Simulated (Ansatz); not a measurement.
**Cost against accuracy: basis.ecutwfc for Sr3Mg (I4/mmm, 4 atoms in the cell)**

```xyz
4
Lattice="-2.7648 2.7648 5.9243 2.7648 -2.7648 5.9243 2.7648 2.7648 -5.9243" Properties=species:S:1:pos:R:3 pbc="T T T"
Sr     0.0000     0.0000     5.9243
Sr     2.7648     0.0000     2.9622
Sr     0.0000     2.7648     2.9622
Mg     0.0000     0.0000     0.0000
```

Computed with PBEsol, default PAW files made with PBE (plane waves; Ansatz, a quantum-chemistry and plane-wave program).

Base settings: basis.ecutwfc = 420 eV; kpoints.mp_grid.grid = 9 9 9; kpoints.mp_grid.shift = 0.5 0.5 0.5; hamiltonian.xc = pbesol; hamiltonian.pseudopotentials = {kind: paw} (the program's default PAW files); scf.occupations.method = cold; scf.occupations.width = 0.136 eV.

Misses are taken against the tightest run, 840 eV, which need not be fully converged itself. The energy is the free energy per atom.

The count of work is k-points × plane waves × bands × iterations; it is no time, and leaves out set-up, grids and terms that scale otherwise. 

Ansatz's pressure holds its estimate of the finite-basis (Pulay) stress, which hides part of the cutoff error; the uncorrected pressure shows it.

The starting cell comes from a database of computed structures (which also holds hypothetical and non-ambient phases and stackings), without a prior relaxation at this level. Ansatz's pressure includes its estimate of the finite-basis (Pulay) stress.

| basis.ecutwfc | energy less reference (meV/atom) | uncorrected pressure less reference (GPa) | count of work / reference |
|---|---|---|---|
| 170 eV | 2526.78 | -41.24 | 0.091 |
| 210 eV | 485.49 | -10.15 | 0.13 |
| 250 eV | 83.48 | -2.25 | 0.16 |
| 295 eV | 9.60 | -0.33 | 0.21 |
| 335 eV | 1.35 | -0.05 | 0.26 |
| 380 eV | 0.30 | -0.01 | 0.31 |
| 420 eV | 0.15 | 0.00 | 0.35 |
| 485 eV | 0.05 | 0.00 | 0.44 |
| 545 eV | 0.03 | 0.00 | 0.52 |
| 630 eV | 0.02 | 0.00 | 0.66 |
| 735 eV | 0.01 | 0.00 | 0.82 |
| 840 eV | 0.00 | 0.00 | 1.0 |

Coarsest setting among those run that, with all tighter ones, holds the energy within 2 meV/atom of the reference: 335 eV, off by 1.3 meV/atom; it needs 0.26 of the reference's count of work.

Coarsest setting among those run that, with all tighter ones, holds the energy within 0.5 meV/atom of the reference: 380 eV, off by 0.30 meV/atom; it needs 0.31 of the reference's count of work.

The step from 250 eV to 420 eV: it takes the miss in the energy from 83 to 0.15 meV/atom, for 2.2 times the count of work.

Keys are those of Ansatz 0.2.
